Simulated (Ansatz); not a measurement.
The starting structures come from a database of crystals and need not be the phases stable at ambient conditions.

 Where the default PAW files enter, the runs use the earlier of Ansatz's two default sets.

## Evanescent states of Li3AlH6 (R-3, not sure to be the ambient phase, 20 atoms a cell, 8.6 Å³ an atom) along the normal of (110)

These are r2SCAN (plane waves, PAW; Ansatz, a program for electronic structure) values and carry that method's errors.

The gap is the functional's own. No spin-orbit coupling. Mid-gap values are interpolated on the energy grid.

Energies count from the valence-band top; κ is the least over a 6×4 mesh across the current.

```json
[
 {"E (eV)": "0.10", "κ (1/Å)": "0.137", "where": "off Γ"},
 {"E (eV)": "0.30", "κ (1/Å)": "0.205", "where": "off Γ"},
 {"E (eV)": "0.50", "κ (1/Å)": "0.250", "where": "off Γ"},
 {"E (eV)": "0.70", "κ (1/Å)": "0.284", "where": "off Γ"},
 {"E (eV)": "0.90", "κ (1/Å)": "0.311", "where": "off Γ"},
 {"E (eV)": "1.10", "κ (1/Å)": "___", "where": "off Γ"},
 {"E (eV)": "1.30", "κ (1/Å)": "___", "where": "off Γ"},
 {"E (eV)": "1.50", "κ (1/Å)": "___", "where": "off Γ"},
 {"E (eV)": "1.70", "κ (1/Å)": "___", "where": "off Γ"},
 {"E (eV)": "1.90", "κ (1/Å)": "___", "where": "Γ"},
 {"E (eV)": "2.10", "κ (1/Å)": "___", "where": "Γ"},
 {"E (eV)": "2.30", "κ (1/Å)": "___", "where": "Γ"},
 {"E (eV)": "2.50", "κ (1/Å)": "___", "where": "Γ"},
 {"E (eV)": "2.70", "κ (1/Å)": "___", "where": "Γ"},
 {"E (eV)": "2.90", "κ (1/Å)": "___", "where": "Γ"},
 {"E (eV)": "3.10", "κ (1/Å)": "___", "where": "Γ"},
 {"E (eV)": "3.30", "κ (1/Å)": "0.282", "where": "Γ"},
 {"E (eV)": "3.50", "κ (1/Å)": "0.259", "where": "Γ"},
 {"E (eV)": "3.70", "κ (1/Å)": "0.231", "where": "Γ"},
 {"E (eV)": "3.90", "κ (1/Å)": "0.191", "where": "off Γ"},
 {"E (eV)": "4.10", "κ (1/Å)": "0.131", "where": "off Γ"}
]
```

Task: Complete the blanks.

Result: 
- 1.10, κ (1/Å): 0.332
- 1.30, κ (1/Å): 0.350
- 1.50, κ (1/Å): 0.365
- 1.70, κ (1/Å): 0.378
- 1.90, κ (1/Å): 0.372
- 2.10, κ (1/Å): 0.365
- 2.30, κ (1/Å): 0.356
- 2.50, κ (1/Å): 0.345
- 2.70, κ (1/Å): 0.333
- 2.90, κ (1/Å): 0.319
- 3.10, κ (1/Å): 0.302
